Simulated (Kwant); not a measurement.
Device: quantum point contact (saddle potential) in a CdTe two-dimensional gas. Effective mass 0.096 mₑ, grid spacing 5 nm, hard walls, nominal width 150 nm (29 grid rows, so walls 150 nm apart), one parabolic valley, scattering region 450 nm long along x; energies count from the band bottom; Fermi energy 0.00587 eV. Potential (V0 + ½k y²) cos²(πx/L) for |x| < L/2, with V0 swept from 0.0061635 to 0 eV, k = 5.9e-06 eV/nm², L = 130 nm.

Constants are typed, rounded textbook-type inputs, not results; the design itself was drawn at random and stands for no fabricated device.

Kwant, effective-mass tight-binding model on a square grid, one spin, coherent transport at 0 K. Conductance is in e²/h.

### Question
Compare with the saddle-point formula G = Σ 1/(1 + exp(−2π(E − V0 − ħωy(n + ½))/ħωx)), taking ħωy = ħ√(k/m) and ħωx from the curvature along x of V0 plus half of the mode's confinement energy.

### Answer
ħωy = 2.16 meV; at V0 = 5.00 meV the lowest mode has ħωx = 2.27 meV.

```
V0 (meV)  formula  simulation
--------  -------  ----------
5.81        0.067       0.071
5.00         0.36        0.38
4.20         0.87        0.87
3.39         1.09        1.10
2.59         1.53        1.57
1.79         1.97        1.97
```

The formula takes a parabolic saddle in the continuum; the run has the full potential on a grid.
